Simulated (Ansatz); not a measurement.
Hypothetical zinc blende PbTe, pressure series

Take PbTe in the zinc blende structure (space group F-43m, No. 216; a = 7.2842 Å; a hypothetical phase, not in the database extracts checked) as the base.

Cell and atoms are relaxed at each pressure.

Level of theory: r2SCAN (Ansatz, a quantum-chemistry and plane-wave program), spin-orbit coupling left out.

| case | density | band gap |
|---|---|---|
| base | 5.75 g/cm³ | 0.75 eV |
| pressure −2 GPa | 5.26 g/cm³ | 0.94 eV |
| pressure −1 GPa | … | … |
| pressure 1.8 GPa | 6.10 g/cm³ | 0.60 eV |
| pressure 4.2 GPa | 6.50 g/cm³ | 0.41 eV |
| pressure 9 GPa | 7.14 g/cm³ | 0.08 eV |
| pressure 18 GPa | 8.08 g/cm³ | zero |
| pressure 30 GPa | … | zero |
| pressure 45 GPa | … | zero |
| pressure 60 GPa | 10.81 g/cm³ | zero |

Q: Complete the table.

A: 
- pressure −1 GPa, density: 5.52 g/cm³
- pressure −1 GPa, band gap: 0.84 eV
- pressure 30 GPa, density: 9.03 g/cm³
- pressure 45 GPa, density: 10.01 g/cm³

A case with no gap was solved on a k-mesh chosen for an insulator, which is coarse for it. Spin-orbit coupling, missing from the scalar runs, can matter with Pb and Te. Load acts through the strain it causes; cell and atoms are relaxed under it. No phonon test of stability was made. No other phases were tried under pressure. The final runs are not spin-polarised. A zero or small gap of PbTe under pressure 9 GPa, PbTe under pressure 18 GPa and PbTe under pressure 30 GPa can be the functional's error rather than a property of the material.
